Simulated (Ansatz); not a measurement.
Defect: interstitial Li in silicon with all lengths changed by +1 %, charge state +1. Method: PBE, PAW (plane waves to 420 eV; Ansatz, a first-principles code).

Settings: 64 host sites, the strained lattice (strain from the relaxed PBE one, atoms relaxed), a 2×2×2 k-point mesh shifted by half a step, smearing 0.01 eV, spin-restricted, no image-charge correction. Energies are static. The charge state is imposed; whether it is stable for some Fermi level was not computed. Sites that were not tried may lie lower.

Barriers: single points on a 3×3×3 k-point mesh shifted by half a step at the bands' geometries.

The only route run: Li moves alone to another site; the atom moves 2.39 Å along (0.25, -0.25, -0.25) of the unit cell; the moving atom starts with neighbours 4 Si at 2.47, 6 Si at 2.78 Å and ends with 4 Si at 2.47, 6 Si at 2.78 Å. Its barrier is 0.55 eV. The saddle point's order was not checked, and it lies on a symmetry element of the cell, where a band can be held. The defect has 4 equivalent sites to jump to, 2.37 Å away. Attempt frequency: 4.7 THz from the moving atom's own harmonic modes, a rough value.

**Question.** Estimate the defect's diffusion coefficient at 1200 K, how far it wanders in 1 s, and how much an error of 0.1 eV in the barrier would matter.

**Answer.** kT = 0.1034 eV, so each jump happens at Γ = ν exp(−E/kT) = 4.7e12 × exp(−5.32) ≈ 2.3e+10 s⁻¹. For uncorrelated jumps in a cubic host D = z λ² Γ / 6 = 4 × (2.37e-8 cm)² × 2.3e+10 / 6 ≈ 8.6e-06 cm²/s. The root-mean-square distance is √(6Dt) ≈ 70 µm. An error of 0.1 eV changes D by a factor exp(0.1/kT) ≈ 2.6, and the distance by its square root. This is the isolated defect's own diffusivity; trapping, its concentration and zero-point motion are left out.
